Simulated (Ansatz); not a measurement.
This Ansatz (an electronic-structure program) input is the reference run, ZnO in the wurtzite structure (space group P6_3mc, No. 186), computed with Ansatz PBEsol, without spin-orbit coupling:

Ansatz 0.2 input:
```yaml
crystal:
  lattice:
    - [3.2297527483, 0, 0]
    - [-1.6148763742, 2.797047928, 0]
    - [0, 0, 5.2147808341]
  atoms:
    - { symbol: Zn, position: [0.6666666667, 0.3333333333, 0.0020420401] }
    - { symbol: Zn, position: [0.3333333333, 0.6666666667, 0.5020420401] }
    - { symbol: O, position: [0.6666666667, 0.3333333333, 0.6231579599] }
    - { symbol: O, position: [0.3333333333, 0.6666666667, 0.1231579599] }
basis: { ecutwfc: 420, ecutrho_ratio: 4, xc_grid: 2, fft_grid_basis: typed }
kpoints: { mp_grid: { grid: [12, 12, 7] } }
hamiltonian:
  xc: pbesol
  dispersion: none
  pseudopotentials: { kind: paw }
scf: { occupations: { method: fermi_dirac, width: 0.05 }, convergence: { dr2_threshold: 0.0000000004 } }
output: { forces: true, stress: true }
checkpoint: { write: state.ck, write_every: 1000 }
```

### Question
Write the input for this change: a free-standing slab of 2 layers (8 atoms, 4 a layer) is cut normal to the y axis, with 15 Å of vacuum and the in-plane cell held at bulk.

### Answer
Ansatz 0.2 input:
```yaml
crystal:
  lattice:
    - [3.2297527483, 0, 0]
    - [0, 5.2147808341, 0]
    - [0, 0, 18.7293972373]
  atoms:
    - { symbol: Zn, position: [0.5, 0.9979579599, 0.4004400091] }
    - { symbol: O, position: [0.5, 0.3768420401, 0.4004400091] }
    - { symbol: Zn, position: [1, 0.4979579599, 0.4502200045] }
    - { symbol: O, position: [1, 0.8768420401, 0.4502200045] }
    - { symbol: Zn, position: [1, 0.9979579599, 0.5497799955] }
    - { symbol: O, position: [1, 0.3768420401, 0.5497799955] }
    - { symbol: Zn, position: [1.5, 0.4979579599, 0.5995599909] }
    - { symbol: O, position: [1.5, 0.8768420401, 0.5995599909] }
basis: { ecutwfc: 420, ecutrho_ratio: 4, xc_grid: 2, fft_grid_basis: typed }
kpoints: { mp_grid: { grid: [10, 7, 1] } }
hamiltonian:
  xc: pbesol
  dispersion: none
  pseudopotentials: { kind: paw }
scf: { occupations: { method: fermi_dirac, width: 0.05 }, convergence: { dr2_threshold: 0.0000000008 } }
relax: { f_tol: 0.01, max_steps: 50 }
output: { forces: true, stress: true }
checkpoint: { write: state.ck, write_every: 1000 }
```
This is the input that was run; other choices of cell and start would serve too.

Stability against distortions was not tested.
